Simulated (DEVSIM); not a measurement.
Device: illuminated Si n-on-p cell, one wavelength, with a back-surface field, at 300 K.

Layer 1 from the left is Si, thickness (μm) 0.110, Nd (cm⁻³) 4.3e18, τn (s) 6.3e-6, τp (s) 1.8e-6, absorption coefficient (cm⁻¹) 120. Layer 2 from the left is Si, thickness (μm) 110, Na (cm⁻³) 4.5e16, τn (s) 3e-5, τp (s) 3e-5, absorption coefficient (cm⁻¹) 120. Layer 3 from the left is Si, thickness (μm) 1.60, Na (cm⁻³) 7.2e18, τn (s) 3e-5, τp (s) 3e-5, absorption coefficient (cm⁻¹) 120.

Left contact: ohmic, minority hole recombination velocity 100 cm/s. Right contact: ohmic, minority electron recombination velocity 4e5 cm/s. Voltage is applied to the left contact. Recombination: SRH at mid-gap, radiative, Auger. Gap narrowing is on: ΔEg = 6.92 meV × (l + √(l² + 0.5)), l = ln(N/1.3e17 cm⁻³), shared equally by both band edges. Light enters at the left, 7.5e16 photons cm⁻² s⁻¹, one pass, no reflection. Mobility is constant in doping.

This is a model device: material constants are rounded textbook-type values typed into the input, and sizes, dopings and lifetimes were drawn at random. Values at 300 K.

Si: gap (eV) 1.124, affinity (eV) 4.05, permittivity 11.7, Nc (cm⁻³) 2.86e19, Nv (cm⁻³) 3.1e19, μn (cm²/Vs) 1417, μp (cm²/Vs) 470, B (cm³/s) 4.7e-15, Cn (cm⁶/s) 2.8e-31, Cp (cm⁶/s) 9.9e-32.

Simulated with DEVSIM: 1D drift-diffusion, Boltzmann statistics, complete ionisation; no tunnelling, impact ionisation, image-force lowering or self-heating.

Dark forward current:

```csv
|V| (V),|J| (A/cm²)
0.10,2.776e-10
0.15,1.026e-9
0.20,4.377e-9
0.25,2.253e-8
0.30,1.342e-7
0.35,8.683e-7
0.40,5.838e-6
0.45,3.991e-5
0.50,0.0002748
0.55,0.001897
0.60,0.01310
0.65,0.09037
0.70,0.6145
0.75,3.882
0.80,20.15
0.85,82.03
0.90,268.9
0.95,693.5
1.00,1401
1.05,2364
```

Q: Work out the local ideality factor n = ΔV / (kT/q · ln(J2/J1)) between the rows 0.15 and 0.20 V, 0.55 and 0.60 V, 1.00 and 1.05 V.

A: kT/q = 25.85 mV. From 0.15 to 0.20 V: ln(4.377e-9/1.026e-9) = 1.451, n = 1.33. From 0.55 to 0.60 V: ln(0.01310/0.001897) = 1.932, n = 1.00, near the 1 of diffusion or emission over a barrier. From 1.00 to 1.05 V: ln(2364/1401) = 0.523, n = 3.70.

Q: What current could the absorbed light give at most, and what share is collected?

A: Σ αd = 1.34, so qΦ(1 − exp(−Σ αd)) = 8.87 mA/cm². The simulated short-circuit current is 6.353 mA/cm², a share of 0.72.

Q: Estimate the open-circuit voltage by superposition: the voltage at which the dark current equals that short-circuit current.

A: Interpolating ln J in the table gives 0.581 V. The simulation gives 0.581 V, the same within the digits that matter. Superposition holds where collection doesn't change with voltage.

Q: Estimate the fill factor from FF0 = (v − ln(v + 0.72))/(v + 1), v = qVoc/(nkT), with n from the dark curve.

A: The rows about Voc, 0.55 and 0.60 V, give n = 1.00, so v = 22.5 and FF0 = 0.823. The simulation gives 0.823, the same within the digits that matter.
